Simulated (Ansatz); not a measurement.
## Effect of isotropic strain +2.15 % on CdS

Take CdS in the wurtzite structure (space group P6_3mc, No. 186; a = 4.196 Å, c = 6.830 Å) as the base.

One thing is altered: the cell is scaled by 1.0215 in all directions; the atoms relax in the strained cell.

All numbers come from PBE (Ansatz, a program for electronic structure, PAW, scalar-relativistic without spin-orbit coupling). Γ-centred 9×9×5 mesh, Fermi–Dirac width 0.05 eV.

The volume per atom goes up by 1.716 Å³ to 27.75 Å³ and the space group stays P6_3mc (No. 186). The shortest interatomic distance increases by 0.055 Å to 2.620 Å and the energy grows by 17 meV/atom. The pressure (mean of the normal stresses, compression positive) goes from zero to -2.94 GPa and the band gap drops by 0.15 eV, from 1.11 eV to 0.96 eV. The gap character stays direct at Γ and the mean gap deformation potential ΔEg/Δln V amounts to -2.4 eV. The electron mass changes from 0.12 mₑ along c, 0.13 mₑ across (at Γ) to 0.11 mₑ along c, 0.12 mₑ across (at Γ) and the valence-band top at Γ (three highest levels, from the VBM) becomes 0.00, 0.00, -0.03 eV (base: 0.00, 0.00, -0.04 eV).

Masses are band curvatures over ±0.01 Å⁻¹ around the edge. Stability against distortions was not tested.
